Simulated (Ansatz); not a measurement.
Ansatz (a quantum-chemistry and plane-wave program) run on PtSe2 (P-3m1, 3 atoms in the cell): self-consistent single point.

Method of the run: PBE with spin-orbit coupling (plane waves, PAW; Ansatz).

```
PtSe2
1.0
    1.81875    -3.15016     0.00000
    1.81875     3.15016     0.00000
    0.00000     0.00000     4.95402
Pt Se
1 2
Direct
  0.00000   0.00000   0.00000
  0.33333   0.66667   0.25500
  0.66667   0.33333   0.74500
```

Reference input (self-consistent single point, DFT, PBE, plane waves, default PAW files): kpoints.mp_grid.grid = 8 8 5; hamiltonian.xc = pbe; hamiltonian.pseudopotentials = {kind: paw} (the program's default PAW files); scf.occupations.method = fermi_dirac; scf.occupations.width = 0.02 eV. This run's input differs from it in these lines:

Ansatz 0.2 input:
```diff
@@ -15,2 +15,5 @@
   pseudopotentials: { kind: paw }
+magnetization:
+  noncollinear: true
+  spin_orbit: true
 scf:
```

The program printed (abridged):

```
SCF iter   1: F=—  HF=-23497.071471 eV  |F-HF|=—  |Δ(HF+E_count)|=         —  Δρ=5.53e-2  dr2=8.02e-1  dr2_m=0.00e0 (ungated)  ethr=3.10e-3  |M|=0.00e0 ∫|m|=0.00e0 μB  |m|>n=0.0e0 m-floor=0.0e0 τ_xc=0.0e0  β_m=0.30  ⟨swp⟩=6.9  Hψ=5187  notcnv=0
all-band conjugate gradients solve this SCF's bands
preconditioner: auto → Resta (q_TF=auto, 2.671 Å⁻¹)
   [... lines left out ...]
SCF iter   8: F=—  HF=-23496.933162 eV  |F-HF|=—  |Δ(HF+E_count)|=   4.45e-6  Δρ=3.50e-5  dr2=1.22e-6  dr2_m=0.00e0 (ungated)  ethr=1.88e-8  |M|=0.00e0 ∫|m|=0.00e0 μB  |m|>n=0.0e0 m-floor=0.0e0 τ_xc=0.0e0  β_m=0.98  ⟨swp⟩=2.0  Hψ=1591  notcnv=0  defer=180
SCF iter   9: F=-23496.933163 eV  HF=-23496.933163 eV  |F-HF|=5.16e-8  |Δ(HF+E_count)|=   7.23e-7  Δρ=9.65e-6  dr2=7.87e-8  dr2_m=0.00e0 (ungated)  ethr=2.00e-10  |M|=0.00e0 ∫|m|=0.00e0 μB  |m|>n=0.0e0 m-floor=0.0e0 τ_xc=0.0e0  ⟨swp⟩=7.9  Hψ=5132  notcnv=0
SCF 1 converged in 9 iterations: F = -23496.933163 eV  dr2 = 7.87e-8
Magnetization: |M| = 0.0000 μB,  M = (+0.0000, +0.0000, +0.0000) μB
Absolute magnetization: 0.0000 μB (∫|m|)
  site 0: m = (+0.0000, +0.0000, +0.0000) μB, |m| = 0.0000 μB  (R = 1.01 Å)
  site 1: m = (+0.0000, +0.0000, +0.0000) μB, |m| = 0.0000 μB  (R = 1.01 Å)
  site 2: m = (+0.0000, +0.0000, +0.0000) μB, |m| = 0.0000 μB  (R = 1.01 Å)
Free energy (F): -23496.933163 eV
Internal energy: -23496.931982 eV  (E = F + TS)
E sigma→0 (E₀):  -23496.932573 eV
Entropy (-TS):   -0.001181 eV (-0.394 meV/atom)
Fermi energy:    14.897544 eV
--- Forces (eV/Å), atoms counted from 1 ---
  atom   1  Pt     0.00000000     0.00000000     0.00000000
  atom   2  Se     0.00000000    -0.00000000     1.21890262
  atom   3  Se    -0.00000000     0.00000000    -1.21890262
--- Stress (GPa, compression-positive) ---
       18.950469       0.000000       0.000000
        0.000000      18.950469       0.000000
        0.000000      -0.000000      12.959879
  P = ⅓ Tr σ = 16.9536 GPa (169.536 kbar)
  The stress holds the Pulay correction. Without it, at fixed plane waves, as pw.x and ABINIT print it: P = 16.9166 GPa
```

The run converged in 9 iterations. Against the reference run the pressure moves little (16.97 to 16.95 GPa) and the largest force hardly changes (1.218 to 1.219 eV/Å).

The starting cell has typed, rounded lattice constants, without a prior relaxation at this level. Its lattice was rescaled by a random factor within 2.5 % of one. With a pressure of about 17 GPa the cell is away from its equilibrium volume at this level. Forces in this geometry exceed 1 eV/Å. Ansatz's pressure includes its estimate of the finite-basis (Pulay) stress.
